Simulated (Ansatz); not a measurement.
Cell and atoms of amorphous hafnium silicate (Hf$_{10}$Si$_{10}$O$_{40}$):

```yaml
crystal:
  lattice:
    - [9.41972, 0.00000, 0.00000]
    - [0.00000, 9.41972, 0.00000]
    - [0.00000, 0.00000, 9.41972]
  atoms:
    - { symbol: Hf, position: [0.16069, 0.82670, 0.38102] }
    - { symbol: Hf, position: [0.73682, 0.16669, 0.92064] }
    - { symbol: Hf, position: [0.86749, 0.51403, 0.07937] }
    - { symbol: Hf, position: [0.69467, 0.58427, 0.69338] }
    - { symbol: Hf, position: [0.01762, 0.40754, 0.76626] }
    - { symbol: Hf, position: [0.84751, 0.91637, 0.13798] }
    - { symbol: Hf, position: [0.56072, 0.82595, 0.39564] }
    - { symbol: Hf, position: [0.35382, 0.44304, 0.57655] }
    - { symbol: Hf, position: [0.35168, 0.79839, 0.72765] }
    - { symbol: Hf, position: [0.04943, 0.02065, 0.78646] }
    - { symbol: Si, position: [0.14337, 0.40531, 0.28109] }
    - { symbol: Si, position: [0.33609, 0.06585, 0.56097] }
    - { symbol: Si, position: [0.13478, 0.10670, 0.13992] }
    - { symbol: Si, position: [0.70204, 0.25057, 0.26320] }
    - { symbol: Si, position: [0.47132, 0.09334, 0.15282] }
    - { symbol: Si, position: [0.03002, 0.68448, 0.89229] }
    - { symbol: Si, position: [0.58030, 0.70928, 0.99411] }
    - { symbol: Si, position: [0.71974, 0.29633, 0.58519] }
    - { symbol: Si, position: [0.36973, 0.60373, 0.20968] }
    - { symbol: Si, position: [0.85793, 0.84224, 0.49583] }
    - { symbol: O, position: [0.70066, 0.18260, 0.71232] }
    - { symbol: O, position: [0.85820, 0.34970, 0.93269] }
    - { symbol: O, position: [0.75397, 0.23520, 0.42838] }
    - { symbol: O, position: [0.06738, 0.52354, 0.95222] }
    - { symbol: O, position: [0.29169, 0.44975, 0.19890] }
    - { symbol: O, position: [0.47876, 0.63208, 0.34664] }
    - { symbol: O, position: [0.26033, 0.00990, 0.71214] }
    - { symbol: O, position: [0.15385, 0.79509, 0.84415] }
    - { symbol: O, position: [0.58889, 0.41320, 0.59082] }
    - { symbol: O, position: [0.68559, 0.76635, 0.12314] }
    - { symbol: O, position: [0.68496, 0.59424, 0.90901] }
    - { symbol: O, position: [0.93798, 0.93086, 0.61702] }
    - { symbol: O, position: [0.30385, 0.08916, 0.13328] }
    - { symbol: O, position: [0.50595, 0.81892, 0.88381] }
    - { symbol: O, position: [0.94030, 0.73754, 0.03332] }
    - { symbol: O, position: [0.25211, 0.72962, 0.22274] }
    - { symbol: O, position: [0.54796, 0.11877, 0.99874] }
    - { symbol: O, position: [0.18700, 0.43083, 0.44582] }
    - { symbol: O, position: [0.38228, 0.22868, 0.56911] }
    - { symbol: O, position: [0.24990, 0.73571, 0.54851] }
    - { symbol: O, position: [0.04895, 0.96654, 0.20983] }
    - { symbol: O, position: [0.78309, 0.13151, 0.15843] }
    - { symbol: O, position: [0.72704, 0.40637, 0.19526] }
    - { symbol: O, position: [0.09847, 0.24330, 0.23781] }
    - { symbol: O, position: [0.22356, 0.44684, 0.73251] }
    - { symbol: O, position: [0.46648, 0.93686, 0.56195] }
    - { symbol: O, position: [0.08817, 0.11365, 0.97525] }
    - { symbol: O, position: [0.53094, 0.21775, 0.25993] }
    - { symbol: O, position: [0.83911, 0.42077, 0.62904] }
    - { symbol: O, position: [0.96700, 0.74700, 0.40379] }
    - { symbol: O, position: [0.00510, 0.49706, 0.23332] }
    - { symbol: O, position: [0.50242, 0.94488, 0.23979] }
    - { symbol: O, position: [0.71890, 0.74701, 0.55369] }
    - { symbol: O, position: [0.47586, 0.62609, 0.67445] }
    - { symbol: O, position: [0.23398, 0.02142, 0.43045] }
    - { symbol: O, position: [0.92737, 0.63438, 0.75774] }
    - { symbol: O, position: [0.84605, 0.98629, 0.92474] }
    - { symbol: O, position: [0.76414, 0.91828, 0.36380] }
    - { symbol: O, position: [0.01693, 0.20588, 0.71059] }
    - { symbol: O, position: [0.45594, 0.61237, 0.06193] }
```

Methods: PBE (Ansatz, a quantum-chemistry and plane-wave program); HSE06 (Ansatz). Neutral PBE cell, which sets geometry, pressure and energy: sampling: a 2×2×2 Γ-centred mesh; Fermi-Dirac width 0.02 eV; no spin polarisation. Exact exchange is cut at the faces of this 9 Å cell, which leaves hybrid gaps a finite-size error.

A CHGNet melt-quench gave the starting glass, which DFT then relaxed. O atoms were pushed apart under 1.9 Å during the dynamics, to hinder bonds among them. It is a model cell: composition and starting density were chosen by hand, and all elements were melted together. No dispersion term was used. Its density started from a set value of 5.59 and ended at 5.38 g/cm³. Cooling (nominally 630 K/ps over its main leg) ran many orders faster than in experiment, which tends to leave more defects and strain. One small periodic cell is one sample of the glass; other quenches scatter about these values. The volume was free in the relaxation, at fixed shape.

**Question.** Give the pressure, the energy against reference phases and the spacing of the highest filled and lowest empty levels.

**Answer.** 
* **Pressure on a 2×2×2 Γ-centred mesh**: 0.02 GPa
* **Largest force and stress component on that mesh (the relaxation ran on the zone centre alone)**: 0.10 eV/Å and 1.2 GPa
* **Energy relative to HfSiO4 (I4_1/amd) (lowest mix at this level among the phases computed, not always the ambient ones)**: 0.187 eV/atom
* **Level gap on a 2×2×2 Γ-centred mesh (PBE)**: 4.35 eV
* **Level gap at the zone centre (PBE)**: 4.38 eV
* **Level gap at the zone centre (HSE06)**: 6.01 eV
* **Distance between the nearest levels spread over more than a fifth of the atoms or a third of the atoms of their main element (six at least) (PBE, zone centre)**: 4.50 eV

**Question.** At PBE and the zone centre, how localised are the states just below and above the Fermi level (participation number: the atoms over which a state spreads)?

**Answer.** The highest filled state is spread over 6.2 atoms' worth, largest on O38, with weights by element (charge in smoothed Voronoi cells) O 0.96, Hf 0.02, Si 0.02. The lowest empty state is spread over 23.9 atoms' worth, largest on Hf6, with weights by element (charge in smoothed Voronoi cells) O 0.51, Hf 0.43, Si 0.05.

At PBE the levels at the filled edge of the gap are localised (band-tail or defect states).

Cut-offs for bonds: Hf-Hf 3.34 Å, Hf-Si 2.89 Å, Hf-O 2.60 Å, Si-Si 2.60 Å, Si-O 1.92 Å, O-O 1.58 Å. Two cations that share two anions don't count as bonded, nor two that share one unless they lie closer than Hf-Hf 3.25 Å, Hf-Si 2.81 Å, Si-Si 2.38 Å.

Added carriers, by PBE (Ansatz) on the zone centre alone. Charged cells keep the cell fixed and stand in a uniform background, with no image correction, at a width of 0.01 eV; where the count is odd the moment is locked at 1 μB, unless the neutral cell bore moments. Each starts from the undistorted neutral geometry alone. PBE's self-interaction favours spread-out carriers, so it can miss traps that a hybrid finds.

**Question.** What happens at PBE when the cell takes an extra electron and the atoms relax?

**Answer.** Relaxation lowers the charged cell by 0.26 eV. The largest moves are O57 0.22 Å, O47 0.17 Å, O43 0.17 Å, Hf2 0.15 Å. The level that holds the added charge spreads over 6.6 atoms' worth, most on Hf6 (weight 0.34): a partly localised carrier. No bond crosses its cut-off with a change of over 0.15 Å (metal-metal contacts aside). Made neutral again at that geometry, the cell lies +0.70 eV from the neutral start.

**Question.** What happens at PBE when the cell takes a hole and the atoms relax?

**Answer.** Relaxation lowers the charged cell by 0.11 eV. The largest moves are O45 0.34 Å, Hf8 0.24 Å, O26 0.19 Å, O38 0.16 Å. The level that was emptied spreads over 3.9 atoms' worth, most on O38 (weight 0.37): a localised (trapped) carrier, which neighbours of that atom can share. No bond crosses its cut-off with a change of over 0.15 Å (metal-metal contacts aside). Made neutral again at that geometry, the cell lies +0.79 eV from the neutral start.
